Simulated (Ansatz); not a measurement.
CuI (model structure, started from the GeS type, P4/nmm, No. 129, 8 atoms in the cell) was calculated with LDA (plane waves, PAW; Ansatz, a program for electronic structure).

Numerical settings: plane-wave cutoff 520 eV, 6×14×12 k mesh (along the axes of the cell as run), Fermi–Dirac smearing 0.05 eV, no spin polarisation, scalar-relativistic PAW data made under PBE.

Cell (relaxed at this level):

```cif
data_Cu2I2
_chemical_formula_sum 'Cu2 I2'
_space_group_name_H-M_alt 'P4/nmm :1'
_space_group_IT_number 129
_space_group_name_Hall 'P 4ab 2ab -1ab'
_cell_length_a 3.95702
_cell_length_b 3.95702
_cell_length_c 6.18083
_cell_angle_alpha 90.000
_cell_angle_beta 90.000
_cell_angle_gamma 90.000
loop_
_space_group_symop_operation_xyz
  'x, y, z'
  '-y+1/2, x+1/2, z'
  '-x, -y, z'
  'y+1/2, -x+1/2, z'
  'x+1/2, -y+1/2, -z'
  '-y, -x, -z'
  '-x+1/2, y+1/2, -z'
  'y, x, -z'
  '-x+1/2, -y+1/2, -z'
  'y, -x, -z'
  'x+1/2, y+1/2, -z'
  '-y, x, -z'
  '-x, y, z'
  'y+1/2, x+1/2, z'
  'x, -y, z'
  '-y+1/2, -x+1/2, z'
loop_
_atom_site_label
_atom_site_type_symbol
_atom_site_symmetry_multiplicity
_atom_site_Wyckoff_symbol
_atom_site_fract_x
_atom_site_fract_y
_atom_site_fract_z
_atom_site_occupancy
Cu1 Cu 2 b 0.50000 0.50000 0.50000 1
I1 I 2 c 0.50000 0.00000 0.22897 1
```
(The calculation used a cell of 8 atoms; values per cell refer to that cell.)

What does this level give for the band gap and bulk modulus?


* **band gap**: 1.48 eV (on the SCF k mesh)
* **bulk modulus**: 21.8 GPa

Note: the bulk modulus is −V dP/dV from two relaxed cells at ±2 % in volume; the relaxation could raise the start's symmetry but not lower it, so the cell can be a saddle point.

Spin–orbit coupling is not included; with these elements it can move the gap by several tenths of an eV or more.

Computed values are for the static lattice.

Computing time: about 2.3 core-hours (a rough figure).

A model structure was made by putting elements into a prototype or built by hand; it is no filed structure, need not be a known phase, and can be a saddle point held by its symmetry.
